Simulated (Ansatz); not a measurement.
```yaml
surface: single layer of SnSe$_{2}$ (symmetry P-3m1 as a slab, 3 atoms a cell)
Vacuum level minus Kohn-Sham valence edge: 6.03 eV
Vacuum level minus Kohn-Sham conduction edge: 5.25 eV
gap_of_the_slab_on_its_mesh: 0.78 eV
Apparent barrier, filled states, bias minus 0.8 V: 7.2 eV (κ = 1.38 1/Å)
Apparent barrier, filled states, bias minus 1.4 V: 8.0 eV (κ = 1.44 1/Å)
Apparent barrier, empty states, bias plus 0.8 V: 7.9 eV (κ = 1.44 1/Å)
Apparent barrier, empty states, bias plus 1.4 V: 5.6 eV (κ = 1.21 1/Å)
```

These are PBE, Tersoff-Hamann images (plane waves, PAW; Ansatz, a program for electronic structure) values and carry that method's errors.

The apparent barrier is ħ²κ²/2m, with κ from the fall of the mean window density between 3.5 and 5 Å; states of large in-plane momentum fall faster than their energy alone says. Mesh 18×18×1, no spin-orbit coupling, no spin polarisation; biases count from the run's Fermi level.
